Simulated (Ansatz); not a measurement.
Electronic density of states of amorphous Ge₂₀S₄₀Cu₄, density 3.32 g/cm³, on a 2×2×2 Γ-centred mesh with a Gaussian width of 0.1 eV; energies count from the Fermi level, whose place inside the gap is arbitrary. Cell and mesh are small, so fine structure isn't converged. Computed with PBE-D3(BJ), scalar-relativistic without spin-orbit coupling (plane waves to 420 eV, PAW; Ansatz, a first-principles code). Sampling: a 2×2×2 Γ-centred mesh; Fermi-Dirac width 0.05 eV; no spin polarisation.

Preparation: random packing, a CHGNet melt and quench, and a DFT relaxation. The hot cell started wider than the set density and was brought back towards it in steps. It is the lowest in DFT energy of 3 quenches. It is a model cell: composition and starting density were chosen by hand, and all elements were melted together. The geometry includes D3(BJ) dispersion. Its density started from a set value of 2.91 and ended at 3.32 g/cm³. The simulated quench (nominally 64 K/ps over its main leg) is rapid and tends to freeze in more defects than a deposited or slowly cooled glass has. A cell of this size samples the disorder only roughly. Volume and shape were free in the relaxation.

```tsv
E - EF (eV)	states/(eV atom)
-12.00	0.12
-11.90	0.13
-11.80	0.09
-11.70	0.16
-11.60	0.08
-11.50	0.01
-11.40	0.00
-11.30	0.00
-11.20	0.00
-11.10	0.00
-11.00	0.00
-10.90	0.00
-10.80	0.00
-10.70	0.00
-10.60	0.00
-10.50	0.00
-10.40	0.00
-10.30	0.00
-10.20	0.00
-10.10	0.00
-10.00	0.00
-9.90	0.00
-9.80	0.01
-9.70	0.07
-9.60	0.19
-9.50	0.23
-9.40	0.22
-9.30	0.29
-9.20	0.26
-9.10	0.18
-9.00	0.29
-8.90	0.38
-8.80	0.28
-8.70	0.21
-8.60	0.21
-8.50	0.23
-8.40	0.20
-8.30	0.20
-8.20	0.25
-8.10	0.26
-8.00	0.22
-7.90	0.25
-7.80	0.21
-7.70	0.14
-7.60	0.17
-7.50	0.27
-7.40	0.29
-7.30	0.20
-7.20	0.17
-7.10	0.11
-7.00	0.10
-6.90	0.10
-6.80	0.06
-6.70	0.03
-6.60	0.10
-6.50	0.23
-6.40	0.32
-6.30	0.27
-6.20	0.22
-6.10	0.31
-6.00	0.47
-5.90	0.47
-5.80	0.42
-5.70	0.37
-5.60	0.40
-5.50	0.50
-5.40	0.53
-5.30	0.56
-5.20	0.60
-5.10	0.60
-5.00	0.62
-4.90	0.61
-4.80	0.60
-4.70	0.56
-4.60	0.57
-4.50	0.59
-4.40	0.60
-4.30	0.60
-4.20	0.63
-4.10	0.70
-4.00	0.72
-3.90	0.69
-3.80	0.72
-3.70	0.75
-3.60	0.72
-3.50	0.73
-3.40	0.80
-3.30	0.80
-3.20	0.81
-3.10	0.72
-3.00	0.63
-2.90	0.68
-2.80	0.74
-2.70	0.76
-2.60	0.80
-2.50	0.86
-2.40	0.97
-2.30	1.02
-2.20	0.99
-2.10	0.95
-2.00	0.92
-1.90	0.97
-1.80	0.92
-1.70	0.76
-1.60	0.69
-1.50	0.72
-1.40	0.70
-1.30	0.65
-1.20	0.55
-1.10	0.51
-1.00	0.57
-0.90	0.59
-0.80	0.40
-0.70	0.24
-0.60	0.19
-0.50	0.25
-0.40	0.17
-0.30	0.03
-0.20	0.00
-0.10	0.00
0.00	0.00
0.10	0.00
0.20	0.00
0.30	0.03
0.40	0.18
0.50	0.31
0.60	0.33
0.70	0.36
0.80	0.29
0.90	0.27
1.00	0.36
1.10	0.41
1.20	0.44
1.30	0.49
1.40	0.48
1.50	0.44
1.60	0.42
1.70	0.38
1.80	0.38
1.90	0.32
2.00	0.27
2.10	0.34
2.20	0.38
2.30	0.39
2.40	0.44
2.50	0.53
2.60	0.60
2.70	0.57
2.80	0.55
2.90	0.59
3.00	0.62
3.10	0.59
3.20	0.65
3.30	0.64
```

The gap on this mesh is 0.84 eV; the broadening fills part of it in the curve.
